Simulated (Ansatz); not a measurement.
System: SiO2 (model structure, started from the cotunnite type, Cmce, No. 64, 12 atoms in the cell). Method: r²SCAN in Ansatz (PAW).

Numerical settings: plane-wave cutoff 560 eV, 8×12×4 k mesh (along the axes of the cell as run), Fermi–Dirac smearing 0.01 eV, scalar-relativistic PAW data made under PBE.

Cell (relaxed with PBEsol):

```cif
data_O8Si4
_chemical_formula_sum 'Si4 O8'
_space_group_name_H-M_alt 'P 1'
_space_group_IT_number 1
_cell_length_a 4.63948
_cell_length_b 2.67893
_cell_length_c 10.95719
_cell_angle_alpha 90.000
_cell_angle_beta 90.000
_cell_angle_gamma 90.000
loop_
_space_group_symop_operation_xyz
  'x, y, z'
loop_
_atom_site_label
_atom_site_type_symbol
_atom_site_fract_x
_atom_site_fract_y
_atom_site_fract_z
_atom_site_occupancy
Si1 Si 0.75000 0.25000 0.50000 1
Si2 Si 0.25000 0.25000 0.00000 1
Si3 Si 0.25000 0.75000 0.50000 1
Si4 Si 0.75000 0.75000 0.00000 1
O1 O 0.58333 0.25000 0.91672 1
O2 O 0.08333 0.25000 0.58328 1
O3 O 0.41667 0.75000 0.08328 1
O4 O 0.91667 0.75000 0.41672 1
O5 O 0.41667 0.25000 0.41672 1
O6 O 0.91667 0.25000 0.08328 1
O7 O 0.58333 0.75000 0.58328 1
O8 O 0.08333 0.75000 0.91672 1
```

**Question.** Give the computed band gap and smallest direct gap on the k points sampled.

**Answer.** 
- band gap = 7.36 eV (indirect)
- smallest direct gap on the k points sampled = 7.85 eV

Note: the relaxation could raise the start's symmetry but not lower it, so the cell can be a saddle point; cell and atoms aren't relaxed at this level (largest force component 0.34 eV/Å, pressure -2.7 GPa); the cell has widely spaced layers and the level no dispersion term, so their spacing and the moduli can rest on weak binding.

Static lattice: no zero-point or thermal effects.

Cost on a shared machine: roughly 90 core-seconds.

A model structure was made by putting elements into a prototype or built by hand; it is no filed structure, need not be a known phase, and can be a saddle point held by its symmetry.

Ansatz is a program for electronic structure.
